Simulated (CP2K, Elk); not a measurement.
A CP2K input for a self-consistent single point of Zr3Sn (Pm-3n, 8 atoms in the cell) (DFT PBEsol, GPW, DZVP-MOLOPT-SR-GTH basis, GTH-PBE potentials (GTH_POTENTIALS)):

```
&GLOBAL
  PROJECT calc
  RUN_TYPE ENERGY_FORCE
  PRINT_LEVEL LOW
&END GLOBAL
&FORCE_EVAL
  METHOD Quickstep
  STRESS_TENSOR ANALYTICAL
  &DFT
    BASIS_SET_FILE_NAME BASIS_MOLOPT
    POTENTIAL_FILE_NAME GTH_POTENTIALS
    &QS
      METHOD GPW
      EPS_DEFAULT 1E-10
    &END QS
    &MGRID
      CUTOFF 500
      REL_CUTOFF 50
      NGRIDS 5
    &END MGRID
    &SCF
      SCF_GUESS ATOMIC
      EPS_SCF 1E-7
      MAX_SCF 100
      ADDED_MOS 14
      &DIAGONALIZATION
        ALGORITHM STANDARD
      &END DIAGONALIZATION
      &MIXING
        METHOD BROYDEN_MIXING
        ALPHA 0.3
        NBUFFER 8
        BETA 1
      &END MIXING
      &SMEAR ON
        METHOD FERMI_DIRAC
        ELECTRONIC_TEMPERATURE [K] 1160.45
      &END SMEAR
    &END SCF
    &KPOINTS
      SCHEME MONKHORST-PACK 5 5 5
    &END KPOINTS
    &XC
      &XC_FUNCTIONAL
        &PBE
          PARAMETRIZATION PBESOL
        &END PBE
      &END XC_FUNCTIONAL
    &END XC
    &PRINT
      &MO
        EIGENVALUES T
        OCCUPATION_NUMBERS T
        NDIGITS 8
        FILENAME mo
        &EACH
          QS_SCF 0
        &END EACH
        ADD_LAST NUMERIC
      &END MO
      &MULLIKEN OFF
      &END MULLIKEN
    &END PRINT
  &END DFT
  &SUBSYS
    &CELL
      A 5.57671400 0.00000000 0.00000000
      B 0.00000000 5.57671400 0.00000000
      C 0.00000000 0.00000000 5.57671400
      PERIODIC XYZ
    &END CELL
    &COORD
      SCALED
      Zr       0.50000000     0.25000000     0.00000000
      Zr       0.50000000     0.75000000     0.00000000
      Zr       0.25000000     0.00000000     0.50000000
      Zr       0.75000000     0.00000000     0.50000000
      Zr       0.00000000     0.50000000     0.25000000
      Zr       0.00000000     0.50000000     0.75000000
      Sn       0.50000000     0.50000000     0.50000000
      Sn       0.00000000     0.00000000     0.00000000
    &END COORD
    &KIND Zr
      BASIS_SET DZVP-MOLOPT-SR-GTH
      POTENTIAL GTH-PBE-q12
    &END KIND
    &KIND Sn
      BASIS_SET DZVP-MOLOPT-SR-GTH
      POTENTIAL GTH-PBE-q4
    &END KIND
  &END SUBSYS
  &PRINT
    &FORCES ON
    &END FORCES
    &STRESS_TENSOR ON
    &END STRESS_TENSOR
  &END PRINT
&END FORCE_EVAL
```

Task: Write the same calculation as an input for Elk.

Result: One input that does it (others would too):

```
tasks
  0

xctype
  22

rgkmax
  8.0

gmaxvr
  14.0

nxlo
  2

lorbcnd
  .true.

rmtscf
  0.95

lmaxi
  3

swidth
  0.00367493

maxscl
  100

avec
   10.5384621354    0.0000000000    0.0000000000
    0.0000000000   10.5384621354    0.0000000000
    0.0000000000    0.0000000000   10.5384621354

atoms
  2
  'Zr.in'
  6
  0.5000000000  0.2500000000  0.0000000000    0.0 0.0 0.0
  0.5000000000  0.7500000000  0.0000000000    0.0 0.0 0.0
  0.2500000000  0.0000000000  0.5000000000    0.0 0.0 0.0
  0.7500000000  0.0000000000  0.5000000000    0.0 0.0 0.0
  0.0000000000  0.5000000000  0.2500000000    0.0 0.0 0.0
  0.0000000000  0.5000000000  0.7500000000    0.0 0.0 0.0
  'Sn.in'
  2
  0.5000000000  0.5000000000  0.5000000000    0.0 0.0 0.0
  0.0000000000  0.0000000000  0.0000000000    0.0 0.0 0.0

ngridk
  5 5 5
```

Basis settings and potentials, where a program has them, do not carry over. This input uses DFT, PBEsol, all-electron FP-LAPW, Elk's shipped species files, APW+lo basis with extra local orbitals.

The starting cell comes from a database of computed structures (which also holds hypothetical and non-ambient phases and stackings), without a prior relaxation at this level. Its lattice was rescaled by a random factor within 2.5 % of one.
